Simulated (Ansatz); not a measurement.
**SiC, pressure series**

Start from SiC in the zinc blende structure (space group F-43m, No. 216; a = 4.329 Å).

Cell and atoms are relaxed at each pressure.

All numbers come from LDA (Ansatz, a quantum-chemistry and plane-wave program, PAW, no SOC).

Notes on the quantities. enthalpy: H = E + PV relative to the base's energy.

```json
[
 {"case": "base", "width of the top valence band": "4.79 eV", "enthalpy": "–", "band gap": "1.30 eV", "lattice parameter a": "4.329 Å"},
 {"case": "pressure −2 GPa", "width of the top valence band": "4.75 eV", "enthalpy": "-0.13 eV/atom", "band gap": "1.31 eV", "lattice parameter a": "4.342 Å"},
 {"case": "pressure −1 GPa", "width of the top valence band": "4.77 eV", "enthalpy": "-0.06 eV/atom", "band gap": "1.30 eV", "lattice parameter a": "4.335 Å"},
 {"case": "pressure 0.9 GPa", "width of the top valence band": "4.80 eV", "enthalpy": "+0.06 eV/atom", "band gap": "1.30 eV", "lattice parameter a": "4.323 Å"},
 {"case": "pressure 4.5 GPa", "width of the top valence band": "4.86 eV", "enthalpy": "+0.28 eV/atom", "band gap": "1.28 eV", "lattice parameter a": "4.302 Å"},
 {"case": "pressure 15 GPa", "width of the top valence band": "5.02 eV", "enthalpy": "+0.92 eV/atom", "band gap": "1.25 eV", "lattice parameter a": "4.246 Å"},
 {"case": "pressure 22.5 GPa", "width of the top valence band": "5.12 eV", "enthalpy": "+1.36 eV/atom", "band gap": "1.22 eV", "lattice parameter a": "4.210 Å"},
 {"case": "pressure 30 GPa", "width of the top valence band": "5.21 eV", "enthalpy": "+1.79 eV/atom", "band gap": "1.20 eV", "lattice parameter a": "4.178 Å"}
]
```

Load acts through the strain it causes; cell and atoms are relaxed under it. No phonon test of stability was made. No other phases were tried under pressure.
